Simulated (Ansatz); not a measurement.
Consider ZnCu2SnS4 (space group I-4, No. 82).

```yaml
crystal:
  lattice:
    - [-2.70724, 2.70724, 5.41134]
    - [2.70724, -2.70724, 5.41134]
    - [2.70724, 2.70724, -5.41134]
  atoms:
    - { symbol: Cu, position: [0.00000, 0.00000, 0.00000] }
    - { symbol: Cu, position: [0.75000, 0.25000, 0.50000] }
    - { symbol: Zn, position: [0.25000, 0.75000, 0.50000] }
    - { symbol: Sn, position: [0.50000, 0.50000, 0.00000] }
    - { symbol: S, position: [0.63529, 0.62867, 0.52217] }
    - { symbol: S, position: [0.10651, 0.11312, 0.47783] }
    - { symbol: S, position: [0.37133, 0.89349, 0.00661] }
    - { symbol: S, position: [0.88688, 0.36471, 0.99339] }
```

Cartesian axes are those of the cell as printed.

The values are results of plane-wave PAW DFT at the r2SCAN level (Ansatz, an electronic-structure program, 500 eV), no spin-orbit coupling, earlier PAW set, not measurements.

Strains are applied to the cell and any free atomic positions relax; under biaxial strain the out-of-plane vector relaxes too.

One change was made to it. Results:

The energy rises by 1.3 meV/atom; the gap character stays direct at Γ.

Q: Which of these changes matches the shifts?
A) uniaxial strain ε_zz = +1.45 %
B) biaxial strain +4.26 %, plane normal [001], relaxed out of plane
C) uniaxial strain ε_zz = +5.63 %

A: A, uniaxial strain ε_zz = +1.45 %. For comparison, the energy relative to the base in the other runs: uniaxial strain ε_zz = +5.63 % gives +19 meV/atom; biaxial strain +4.26 %, plane normal [001], relaxed out of plane gives +18 meV/atom.

No phonon test of stability was made. The final runs are not spin-polarised.
